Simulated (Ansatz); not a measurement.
The parent structure is GaN (space group P6_422, No. 181; a = 3.125 Å, c = 7.359 Å; a hypothetical phase, not in the database extracts checked). Axes: x lies along a and z along c of the hexagonal cell.

One thing is altered: tensor shear ε_yz = +0.85 % (engineering shear γ = 0.0170); the atoms relax in the strained cell.

Levels (all Ansatz, a first-principles code, PAW): PBEsol (420 eV, no SOC); r2SCAN (500 eV, spin-orbit coupling left out); HSE06 (420 eV, no spin-orbit coupling).

At the geometry relaxed with PBEsol, these levels gave the following band gaps, in shuffled order: (a) 1.90 eV, (b) 2.67 eV, (c) 1.47 eV.

Question: Match each gap to its level.

Answer: (a) r2SCAN; (b) HSE06; (c) PBEsol.

Single points use the geometry relaxed with PBEsol. HSE06 was sampled on its mesh, a few special points and the semilocal edge points, so its gap is an upper bound. Stability against distortions was not tested. The base started in P3_121 and relaxed to P6_422 at this level.
